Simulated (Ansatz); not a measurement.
## Enthalpy of formation of YGe₂ (model structure, started from the Al2Cu type, P4/mmm, No. 123, 6 atoms in the cell) at several levels of theory

No measured value is used here.

```json
[
 {"level (code)": "PBE (Ansatz)", "value (eV/atom)": "-0.494"},
 {"level (code)": "PBEsol (Ansatz)", "value (eV/atom)": "?"},
 {"level (code)": "PBE-D3(BJ) (Ansatz)", "value (eV/atom)": "-0.535"}
]
```

**Question.** Fill in the missing entries.

**Answer.** 
- PBEsol (Ansatz, a program for electronic structure), value (eV/atom): -0.541

Each level is taken at its own relaxed cell. Ansatz's density-functional and Hartree–Fock values are scalar-relativistic unless marked +SOC, with PAW data made under PBE.

A model structure was made by putting elements into a prototype or built by hand; it is no filed structure, need not be a known phase, and can be a saddle point held by its symmetry.
